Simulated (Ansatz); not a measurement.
**What biaxial strain +2.00 %, plane normal [001], relaxed out of plane does to GaP**

The reference is GaP in the zinc blende structure (space group F-43m, No. 216; a = 5.391 Å). Axes: x, y, z lie along the cube axes.

Perturbation: biaxial strain +2.00 %, plane normal [001], relaxed out of plane (Cartesian); in-plane vectors clamped, the third vector and the atoms free.

The values are results of LDA in Ansatz (plane waves to 420 eV, PAW, spin-orbit coupling left out), not measurements. Settings: 11×11×11 k-points, 0.05 eV Fermi–Dirac smearing.

```json
[
 {"quantity": "volume per atom", "base": "19.59 Å³", "changed": "20.01 Å³", "shift": "+0.42 Å³"},
 {"quantity": "shortest interatomic distance", "base": "2.335 Å", "changed": "2.352 Å", "shift": "+0.017 Å"},
 {"quantity": "energy relative to the base (free energy F)", "base": "0 meV/atom", "changed": "+7.0 meV/atom", "shift": "+7.0 meV/atom"},
 {"quantity": "pressure (mean of the normal stresses, compression positive)", "base": "-0.1 kbar", "changed": "-18.6 kbar", "shift": "-18.5 kbar"},
 {"quantity": "band gap", "base": "1.38 eV", "changed": "1.07 eV", "shift": "-0.318 eV"},
 {"quantity": "gap character", "base": "–", "changed": "indirect, Γ → Γ–M (87 % along)", "shift": "–"},
 {"quantity": "smallest direct gap", "base": "1.88 eV", "changed": "1.56 eV", "shift": "-0.32 eV"},
 {"quantity": "electron mass", "base": "1.1 mₑ along k, 0.22 mₑ across (off the special points)", "changed": "0.95 mₑ along k, 0.23 mₑ across (off the special points)", "shift": "–"},
 {"quantity": "hole mass", "base": "–", "changed": "0.10 mₑ out of plane, 0.36 mₑ in plane (at Γ)", "shift": "–"},
 {"quantity": "valence-band top at Γ (three highest levels, from the VBM)", "base": "0.00, 0.00, 0.00 eV", "changed": "0.00, -0.21, -0.21 eV", "shift": "–"},
 {"quantity": "out-of-plane strain", "base": "–", "changed": "-1.82 %", "shift": "–"},
 {"quantity": "ratio −ε⊥/ε∥", "base": "–", "changed": "0.91", "shift": "–"}
]
```

Final structure (turned so that z lies along the plane normal):

```yaml
crystal:
  lattice:
    - [3.88854, 0.00000, 0.00000]
    - [0.00000, 3.88854, 0.00000]
    - [1.94427, -1.94427, 2.64652]
  atoms:
    - { symbol: Ga, position: [0.00000, 0.00000, 0.00000] }
    - { symbol: P, position: [0.75000, 0.75000, 0.50000] }
```

Effective masses come from finite differences of ±0.01 Å⁻¹. Along k means along the line from Γ to the band edge. Whether these cells are dynamically stable was not tested. k-point labels follow each cell's own Brillouin zone.

Ansatz is a quantum-chemistry and plane-wave program.
